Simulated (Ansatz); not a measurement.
The reference is NbP in the CsCl type structure (space group Pm-3m, No. 221; a = 3.0793 Å; a hypothetical phase, not in the database extracts checked; relaxed with 0.1 eV smearing). Axes: x, y, z lie along the cube axes.

It is then changed as follows: strain tensor (xx, yy, zz, yz, xz, xy) = (−2.44, +2.28, +0.35, +1.74, −1.26, +0.48) %, atoms relaxed at fixed cell.

Levels (all Ansatz, a program for electronic structure, PAW): PBEsol (420 eV, no spin-orbit coupling); r2SCAN (500 eV, no spin-orbit coupling).

The geometry is relaxed with PBEsol.

```
Item              Result
---------------  -------
PBEsol pressure  0.2 GPa
```

With r2SCAN at the same geometry, the pressure grows by 5.7 GPa (0.2 GPa → 5.9 GPa).

Single points use the geometry relaxed with PBEsol. Their cutoffs differ, which shifts pressures a little. Stability against distortions was not tested. The final runs are not spin-polarised.
